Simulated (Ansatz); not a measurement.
A self-consistent single point of TiZn3 (P4mm, 4 atoms in the cell) with Ansatz (a first-principles code)

Method of the run: LDA (PW92), default PAW files made with PBE (plane waves; Ansatz).

The input file:

Ansatz 0.2 input:
```yaml
# TiZn3
crystal:
  lattice:
    - [3.869188, 0.000000, 0.000000]
    - [0.000000, 3.869188, 0.000000]
    - [0.000000, 0.000000, 3.869188]
  atoms:
    - { symbol: Ti, position_ang: [0.000000, 0.000000, 0.050002] }
    - { symbol: Zn, position_ang: [0.000000, 1.934594, 1.934594] }
    - { symbol: Zn, position_ang: [1.934594, 0.000000, 1.934594] }
    - { symbol: Zn, position_ang: [1.934594, 1.934594, 0.000000] }
basis:
  ecutwfc: 420.0
kpoints:
  mp_grid: { grid: [9, 9, 9] }
hamiltonian:
  xc: lda
  pseudopotentials: { kind: paw }
scf:
  occupations: { method: fermi_dirac, width: 0.1 }
output:
  forces: true
  eigenvalues: true
  stress: true
```

The program printed (abridged):

```
WARN ansatz: RAYON_NUM_THREADS=1 ignored (pool sized by the plan → 1); use --threads N
Pseudopotentials: kind: paw
Pseudopotential: Ti, paw, valence charge 12
Pseudopotential: Zn, paw, valence charge 12
Crystal: 4 atoms, lattice volume = 57.924 Å³
Basis set: ecut = 420 eV, 1141 PW (Γ)
Bands: 29, of which v1, the nominal top of the filled ones, is band 24 counted from 1 (23 counted from 0)
Symmetry: 8 space group operations
Space group: P4mm (ITA 99), of the structure as read, at distance tolerance 3.9e-5 Å
k-points: 75 of 729 (time reversal used)
PAW frozen core: Ti, regenerated for the run's functional, and the local potential with it
PAW frozen core: Zn, regenerated for the run's functional, and the local potential with it
Initial density: superposition of atomic densities (neutral atoms: chi_scale 0, normalization atom), corrected by the library's trained network
Initial wavefunctions: pseudopotential atomic-orbital guess
Eigensolver: davidson
Functional: x = slater, c = lda
SCF iter   1: F=—  HF=-12190.002955 eV  |F-HF|=—  |Δ(HF+E_count)|=         —  Δρ=1.24e-2  dr2=1.32e-1  ethr=1.77e-3  ⟨swp⟩=5.5  Hψ=9547  notcnv=0
all-band conjugate gradients solve this SCF's bands
preconditioner: auto → Kerker (q_TF=auto, 2.644 Å⁻¹)
SCF iter   2: F=—  HF=-12189.986675 eV  |F-HF|=—  |Δ(HF+E_count)|=   1.63e-2  Δρ=5.74e-3  dr2=3.69e-2  ethr=2.74e-4  ⟨swp⟩=2.0  Hψ=3069  notcnv=0
SCF iter   3: F=—  HF=-12189.981919 eV  |F-HF|=—  |Δ(HF+E_count)|=   4.76e-3  Δρ=2.44e-3  dr2=1.85e-3  ethr=7.69e-5  ⟨swp⟩=2.8  Hψ=3816  notcnv=0
SCF iter   4: F=—  HF=-12189.980687 eV  |F-HF|=—  |Δ(HF+E_count)|=   1.23e-3  Δρ=6.85e-4  dr2=4.20e-4  ethr=3.86e-6  ⟨swp⟩=2.0  Hψ=3495  notcnv=0
SCF iter   5: F=—  HF=-12189.980573 eV  |F-HF|=—  |Δ(HF+E_count)|=   1.14e-4  Δρ=1.99e-4  dr2=4.03e-5  ethr=8.74e-7  ⟨swp⟩=2.5  Hψ=3702  notcnv=0
SCF iter   6: F=—  HF=-12189.980559 eV  |F-HF|=—  |Δ(HF+E_count)|=   1.41e-5  Δρ=5.53e-5  dr2=1.76e-6  ethr=8.39e-8  ⟨swp⟩=2.0  Hψ=3610  notcnv=0
SCF iter   7: F=-12189.980559 eV  HF=-12189.980559 eV  |F-HF|=3.07e-8  |Δ(HF+E_count)|=   5.16e-7  Δρ=1.28e-5  dr2=7.10e-8  ethr=2.08e-10  ⟨swp⟩=3.8  Hψ=10134  notcnv=0
the search or the solves at the SCF's close seem to have found levels that the self-consistency loop had missed (the run counts 2) …
SCF 1 converged in 7 iterations: F = -12189.980559 eV  dr2 = 7.10e-8
SCF converged after 7 iterations
Free energy (F): -12189.980559 eV
Harris-Foulkes:  -12189.980559 eV  (|F-HF|=3.07e-8)
Internal energy: -12189.878819 eV  (E = F + TS)
E sigma→0 (E₀):  -12189.929689 eV
Entropy (-TS):   -0.101740 eV (-25.435 meV/atom)
Fermi energy:    12.051105 eV
--- Per-component energies (eV) ---
  E_band       = 30.456136
  E_kinetic    = 669.604544
  E_local      = -5217.176050  (includes V_loc(G=0)·N_el)
  E_nonlocal   = 1847.753652
  E_hartree    = 2179.937228
  E_xc         = -507.783820
  E_vxc        = -287.730687  (∫ρ·V_xc dr)
  E_paw        = -6253.596751  (= ΣΔE_a)
  E_vpaw       = -1341.867730  (= ΣTr[D̂ρ^β])
  E_aug_tail   = -0.000917  (compensation charges beyond the density's cutoff)
  E_ewald      = -4913.614079
  E_core_change = 4.997374  (= ΣΔE_core)
  E_smearing   = -0.101740  (= −TS)
  E_closure    = -0.000000  (closes the sum)
  Σ components = -12189.980559   (vs F -12189.980559, Δ=0.00e0)
--- Forces (eV/Å), atoms counted from 1 ---
  atom   1  Ti     0.00000000     0.00000000    -0.41018457
  atom   2  Zn    -0.00000000     0.00000000     0.18460052
  atom   3  Zn    -0.00000000     0.00000000     0.18460052
  atom   4  Zn    -0.00000000     0.00000000     0.04099799
  max |Σ_I F_I| component: 1.45e-5 eV/Å
--- Stress (GPa, compression-positive) ---
       -5.397302       0.000000      -0.000000
        0.000000      -5.397302       0.000000
       -0.000000       0.000000      -5.449924
  P = ⅓ Tr σ = -5.4148 GPa (-54.148 kbar)
  The stress holds the Pulay correction. Without it, at fixed plane waves, as pw.x and ABINIT print it: P = -5.4797 GPa
--- Band table (eV; the first three rows and the last of 75) ---
  k-point 0: bands = ["-44.0358", "-20.6150", "-20.6146", "-20.6146", "2.5689", "4.2489", "4.4041", "4.4051", "4.4051", "4.4526", "4.4545", "5.1329", "5.1329", "5.1354", "5.4266", "5.4282", "5.6421", "5.7183", "5.7195", "5.7195", "11.3027", [...]
  k-point 1: bands = ["-44.0357", "-20.6180", "-20.6145", "-20.6145", "2.6993", "4.2805", "4.4189", "4.4319", "4.4319", "4.4714", "4.4941", "5.1218", "5.1377", "5.1377", "5.4073", "5.4278", "5.6226", "5.6672", "5.6672", "5.7183", "10.4519", [...]
  k-point 2: bands = ["-44.0354", "-20.6256", "-20.6142", "-20.6142", "3.0788", "4.3687", "4.4594", "4.5110", "4.5110", "4.5231", "4.6032", "5.0845", "5.1469", "5.1469", "5.3515", "5.4291", "5.5288", "5.5288", "5.5669", "5.7184", "9.0065", [...]
  k-point 74: bands = ["-44.0327", "-20.6329", "-20.6325", "-20.6324", "4.3055", "4.3372", "4.3379", "4.4112", "4.9004", "4.9013", "4.9255", "5.1304", "5.1655", "5.1671", "5.2508", "5.2538", "5.6087", "5.6091", "5.6482", "8.4801", "9.5575", [...]
```

The run converged in 7 iterations.

The starting cell comes from a database of computed structures (which also holds hypothetical and non-ambient phases and stackings), without a prior relaxation at this level. Its lattice was rescaled by up to half a per cent. One atom was moved a little off its site on purpose. Spin polarisation is off. With a pressure of about -5 GPa the cell is away from its equilibrium volume at this level. Ansatz's pressure includes its estimate of the finite-basis (Pulay) stress.
